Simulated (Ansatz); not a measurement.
CdGeAs2 under a change: uniaxial strain ε_zz = +1.50 %

The reference is CdGeAs2 in the chalcopyrite structure (space group I-42d, No. 122; a = 5.874 Å, c = 11.226 Å). Axes: x, y, z lie along a, b, c of the conventional cell.

The change: the cell is stretched by 1.50 % along z with no lateral relaxation, atoms relaxed at fixed cell.

Method: Kohn–Sham DFT with the LDA functional, run in Ansatz (a program for electronic structure) with PAW and 420 eV plane waves, spin-orbit coupling left out. k-mesh 8×8×8 (Γ-centred); smearing 0.05 eV (Fermi–Dirac).

```json
[
 {"quantity": "volume per atom", "base": "24.21 Å³", "changed": "24.57 Å³", "shift": "+0.36 Å³"},
 {"quantity": "shortest interatomic distance", "base": "242.6 pm", "changed": "243.9 pm", "shift": "+1.3 pm"},
 {"quantity": "energy relative to the base (free energy F)", "base": "0 meV/atom", "changed": "+1.4 meV/atom", "shift": "+1.4 meV/atom"},
 {"quantity": "pressure (mean of the normal stresses, compression positive)", "base": "0.00 GPa", "changed": "-0.92 GPa", "shift": "-0.92 GPa"},
 {"quantity": "band gap (uncertain: the Fermi level lies in a band; both cells)", "base": "0.11 eV", "changed": "0.09 eV", "shift": "-0.02 eV"},
 {"quantity": "stress (xx, yy, zz, yz, xz, xy; compression positive)", "base": "–", "changed": "(-0.75, -0.75, -1.28, 0.00, 0.00, 0.00) GPa", "shift": "–"}
]
```

Whether these cells are dynamically stable was not tested. A zero or small gap of CdGeAs2 can be the functional's error rather than a property of the material.
